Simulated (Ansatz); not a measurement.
**GaN: response to strain**

The reference is GaN in the zinc blende structure (space group F-43m, No. 216).

```yaml
crystal:
  lattice:
    - [0.00000, 2.24895, 2.24895]
    - [2.24895, 0.00000, 2.24895]
    - [2.24895, 2.24895, 0.00000]
  atoms:
    - { symbol: Ga, position: [0.00000, 0.00000, 0.00000] }
    - { symbol: N, position: [0.25000, 0.25000, 0.25000] }
```

Cartesian axes are those of the cell as printed.

Strains are applied to the cell and any free atomic positions relax; under biaxial strain the out-of-plane vector relaxes too.

The values are results of r2SCAN in Ansatz (plane waves to 500 eV, PAW, no SOC), not measurements.

Notes on the quantities. energy relative to the base: free energy F.

| change | out-of-plane strain | energy relative to the base | band gap |
|---|---|---|---|
| base | – | 0 meV/atom | 2.17 eV |
| biaxial strain −2.50 %, plane normal [111], relaxed out of plane | +1.12 % | +22 meV/atom | 2.30 eV |
| biaxial strain −2.08 %, plane normal [111], relaxed out of plane | +0.93 % | +15 meV/atom | 2.28 eV |
| biaxial strain −1.67 %, plane normal [111], relaxed out of plane | +0.74 % | +9.5 meV/atom | 2.27 eV |
| biaxial strain −1.25 %, plane normal [111], relaxed out of plane | +0.55 % | +5.3 meV/atom | 2.25 eV |
| biaxial strain −0.83 %, plane normal [111], relaxed out of plane | +0.36 % | +2.3 meV/atom | 2.22 eV |
| biaxial strain −0.42 %, plane normal [111], relaxed out of plane | +0.18 % | +0.6 meV/atom | 2.20 eV |

Whether these cells are dynamically stable was not tested. This is not the structure that GaN has at room temperature and ambient pressure.

Ansatz is a program for electronic structure.
